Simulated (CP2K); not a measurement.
Input and output of a self-consistent single point for AlN (F-43m, 2 atoms in the cell) (CP2K).

Computed with LDA (Pade form), GPW, DZVP-MOLOPT-SR-GTH basis, GTH-PADE potentials (GTH_POTENTIALS) (CP2K 2026.2).

```xyz
2
Lattice="3.1025 0.0000 0.0000 1.5513 2.6869 0.0000 1.5513 0.8956 2.5332" Properties=species:S:1:pos:R:3 pbc="T T T"
Al     0.0000     0.0000     0.0000
N      4.6538     2.6869     1.8999
```

Reference input (self-consistent single point, DFT PBE, GPW, DZVP-MOLOPT-SR-GTH basis, GTH-PBE potentials (GTH_POTENTIALS)): CUTOFF = 400 Ry; REL_CUTOFF = 60 Ry; SMEAR/METHOD = FERMI_DIRAC; ELECTRONIC_TEMPERATURE = 580.23 K; KPOINTS/SCHEME = MONKHORST-PACK 9 9 9; XC_FUNCTIONAL = PBE; Al/BASIS_SET = DZVP-MOLOPT-SR-GTH-q3; Al/POTENTIAL = GTH-PBE-q3; N/BASIS_SET = DZVP-MOLOPT-SR-GTH-q5; N/POTENTIAL = GTH-PBE-q5; METHOD = GPW; EPS_DEFAULT = 1e-10. This run's input differs from it in these lines:

```diff
@@ -43,3 +43,3 @@
     &XC
-      &XC_FUNCTIONAL PBE
+      &XC_FUNCTIONAL PADE
       &END XC_FUNCTIONAL
@@ -75,3 +75,3 @@
       BASIS_SET DZVP-MOLOPT-SR-GTH-q3
-      POTENTIAL GTH-PBE-q3
+      POTENTIAL GTH-PADE-q3
     &END KIND
@@ -79,3 +79,3 @@
       BASIS_SET DZVP-MOLOPT-SR-GTH-q5
-      POTENTIAL GTH-PBE-q5
+      POTENTIAL GTH-PADE-q5
     &END KIND
```

Output (repeated stretches shortened):

```
 SCF WAVEFUNCTION OPTIMIZATION

  Step     Update method      Time    Convergence         Total energy    Change
     1 NoMix/Diag. 0.40E+00      -     1.65130422       -12.2693806491 -1.23E+01
     2 Broy./Diag. 0.40E+00      -     0.25141694       -10.9578089820  1.31E+00
     3 Broy./Diag. 0.40E+00      -     0.07895962       -11.9940088969 -1.04E+00
     4 Broy./Diag. 0.40E+00      -     0.01742718       -12.1525795038 -1.59E-01
     5 Broy./Diag. 0.40E+00      -     0.00199390       -12.1493138465  3.27E-03
     6 Broy./Diag. 0.40E+00      -     0.00035559       -12.1594022898 -1.01E-02
     7 Broy./Diag. 0.40E+00      -     0.00010004       -12.1596958597 -2.94E-04
     8 Broy./Diag. 0.40E+00      -     0.00006617       -12.1596825880  1.33E-05
     9 Broy./Diag. 0.40E+00      -     0.00000146       -12.1597863936 -1.04E-04
    10 Broy./Diag. 0.40E+00      -     0.00000114       -12.1597922610 -5.87E-06
    11 Broy./Diag. 0.40E+00      -     0.00000009       -12.1597912253  1.04E-06
  *** SCF run converged in    11 steps ***

  Overlap energy of the core charge distribution:               0.00000000032077
  Self energy of the core charge distribution:                -30.02943499016358
  Core Hamiltonian energy:                                      8.53382484952283
  Hartree energy:                                              12.74186959241998
  Exchange-correlation energy:                                 -3.40605067741458
  Electronic entropic energy:                                  -0.00000000000000
  Fermi energy:                                                 0.27398101081938

  Total energy:                                               -12.15979122531459
  Total energy (extrapolated to T->0):                        -12.15979122531459

   [... lines left out ...]

 STRESS| Analytical stress tensor [bar]
 STRESS|                        x                   y                   z
 STRESS|      x       -7.14180320238E+04   2.85644310349E-03   2.01985137279E-03
 STRESS|      y        2.85644310349E-03  -7.14189138874E+04   3.88569748793E+00
 STRESS|      z        2.01985137279E-03   3.88569748793E+00  -7.14194839081E+04
 STRESS| 1/3 Trace                                            -7.14188099398E+04
```

The run converged in 11 iterations. Against the reference run the pressure goes from 1.58 to -7.14 GPa and the gap on the mesh goes from 3.505 to 3.423 eV.

The starting cell comes from a database of computed structures (which also holds hypothetical and non-ambient phases and stackings), without a prior relaxation at this level. Its lattice was rescaled by a random factor within 2.5 % of one. Values carry the incompleteness of an atom-centred basis. With a pressure of about -7 GPa the cell is away from its equilibrium volume at this level.

Cost on one core of a shared machine: roughly 50 s.
